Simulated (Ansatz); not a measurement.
The starting structures come from a database of crystals and need not be the phases stable at ambient conditions.

By PBEsol, the system below comes out a metal.

The ballistic (Sharvin) conductance counts the channels at the Fermi level: G/A = (e²/h) × channels of both spins per area.

Here is the system:

```yaml
crystal:
  lattice:
    - [4.11794, 0.00000, 0.00000]
    - [0.00000, 5.24381, 0.00000]
    - [2.05897, 0.00000, 3.56624]
  atoms:
    - { symbol: Ni, position: [0.00000, 0.50000, 0.00000] }
    - { symbol: Ni, position: [0.00000, 0.00000, 0.00000] }
    - { symbol: Bi, position: [0.33333, 0.75000, 0.33333] }
    - { symbol: Bi, position: [0.66667, 0.25000, 0.66667] }
```

Space group of this cell: P6_3/mmc, NiAs type. The cell is taken as given; by PBEsol its mean pressure is -2.1 GPa.

The current flows along the normal of the first two printed cell vectors, the (100) plane of the conventional cell. No spin-orbit coupling; the value is a mean over 0.1 eV about the Fermi level.

Question: Give the ballistic conductance per area that PBEsol run with Ansatz (a quantum-chemistry and plane-wave program) yields.

Answer: 0.88 × 10¹⁵ S/m² for both spins.
